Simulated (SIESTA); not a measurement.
A self-consistent single point of Ti3O4 (P1, 7 atoms in the cell) with SIESTA.

Method of the run: GGA PBEsol, numerical atomic orbitals DZP, PseudoDojo PBEsol standard norm-conserving potentials (rewritten from UPF to PSML) run with SIESTA.

The change in words: atoms moved at random. Reference geometry:
```xyz
7
Lattice="2.9827 -4.1587 0.0000 2.9827 4.1587 0.0000 0.0000 0.0000 3.0787" Properties=species:S:1:pos:R:3 pbc="T T T"
Ti     0.0000     0.0000     1.5393
Ti     1.4914    -2.0794     0.0000
Ti     1.4914     2.0794     0.0000
O      4.5636     0.0000     0.0000
O      1.4019     0.0000     0.0000
O      2.9827     2.0201     1.5393
O      2.9827    -2.0201     1.5393
```

Reference input (self-consistent single point, DFT, GGA PBEsol, numerical atomic orbitals DZP, PseudoDojo PBEsol standard norm-conserving potentials (rewritten from UPF to PSML)): XC.functional = GGA; XC.authors = PBEsol; potentials = PseudoDojo PBEsol standard; PAO.BasisSize = DZP; PAO.EnergyShift = 0.005 Ry; MeshCutoff = 350 Ry; kgrid.MonkhorstPack = 5 5 8; OccupationFunction = FD; ElectronicTemperature = 100 meV; MaxSCFIterations = 150; SCF.Mixer.Method = Broyden; SCF.Mixer.Weight = 0.25. This run's input differs from it in these lines:

```diff
@@ -18,9 +18,9 @@
 %block AtomicCoordinatesAndAtomicSpecies
-     0.000000000    0.000000000    1.539336500  1
-     1.491366500   -2.079356000    0.000000000  1
-     1.491366500    2.079356000    0.000000000  1
-     4.563581490   -0.000000000    0.000000000  2
-     1.401884510    0.000000000    0.000000000  2
-     2.982733000    2.020052767    1.539336500  2
-     2.982733000   -2.020052767    1.539336500  2
+     0.045683539   -0.032961951    1.513423309  1
+     1.455203845   -2.125417894    0.001182210  1
+     1.498161166    2.097554524   -0.049874503  1
+     4.497102337    0.036488539    0.049871424  2
+     1.416201628   -0.074349453   -0.015168622  2
+     3.002064093    2.080083775    1.590005300  2
+     2.999245410   -1.981393380    1.528567302  2
 %endblock AtomicCoordinatesAndAtomicSpecies
```

Log, with long lists cut:

```
        iscf     Eharris(eV)        E_KS(eV)     FreeEng(eV)     dDmax    Ef(eV) dHmax(eV)
   scf:    1    -6583.247512    -6630.453661    -6630.547619  1.710797 -4.175298 10.052455
   scf:    2    -6645.775034    -6643.101652    -6643.214561  0.563647 -5.134915  5.177428
   scf:    3    -6634.296098    -6641.344957    -6641.461574  0.445377 -5.385489  6.825018
   scf:    4    -6643.651064    -6643.859739    -6643.973792  0.361713 -5.316490  0.969539
   scf:    5    -6643.860410    -6643.883820    -6643.999913  0.034130 -5.378891  0.635155
   [... 141 lines left out ...]
   scf:  147    -6643.898755    -6643.898755    -6644.017072  0.000132 -5.401356  0.001165
   scf:  148    -6643.898755    -6643.898755    -6644.017072  0.000075 -5.401347  0.000608
   scf:  149    -6643.898755    -6643.898755    -6644.017072  0.000040 -5.401351  0.000329
   scf:  150    -6643.898755    -6643.898755    -6644.017072  0.000024 -5.401349  0.000226
SCF_NOT_CONV: SCF did not converge in maximum number of steps (required).
SCF_NOT_CONV: SCF did not converge in maximum number of steps (required).
Geom step, scf iteration, dDmax, dHmax:    0   150      0.000024     0.000017
Geom step, scf iteration, dDmax, dHmax:    0   150      0.000024     0.000017

ABNORMAL_TERMINATION
ABNORMAL_TERMINATION
Stopping Program from Node:    0
Stopping Program from Node:    0
```

The run ended unconverged after 150 iterations. 

The starting cell comes from a database of computed structures (which also holds hypothetical and non-ambient phases and stackings), without a prior relaxation at this level. Its lattice was rescaled by a random factor within 2.5 % of one. For this run, on top of that: atoms moved at random. Values carry the incompleteness of an atom-centred basis.

Cost on one core of a shared machine: roughly 6 min.
